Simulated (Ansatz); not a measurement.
System: L1₀ (CuAu-type) CuAu. Method: r²SCAN in Ansatz (PAW).

Settings: plane-wave cutoff 500 eV, 20×20×16 k mesh (along the axes of the cell as run), Fermi–Dirac smearing 0.1 eV, no spin polarisation, scalar-relativistic PAW data made under PBE.

Computed at the level's own relaxed cell.

What does this level give for the equilibrium volume per atom, lattice constant a and c axis length?


equilibrium volume per atom: 14.53 Å³/atom
lattice constant a: 2.849 Å
c axis length: 3.580 Å

Measured, for comparison: lattice constant a 2.8 Å (temperature not stated, not corrected to a static lattice; as tabulated in Nepal et al. (2019), arXiv:1905.09348); lattice parameter c 3.67 Å (temperature not stated, not corrected to a static lattice; as tabulated in Mehl et al. (2016), arXiv:1607.02532). Computed (rounded) less measured: lattice constant a +1.8 %, lattice parameter c -2.5 %.

Spin–orbit coupling is not included; it can shift volumes and moduli of such heavy elements.

Static lattice: no zero-point or thermal effects.

It cost around 3 core-minutes (rough) of CPU time.

Ansatz is a program for electronic structure.
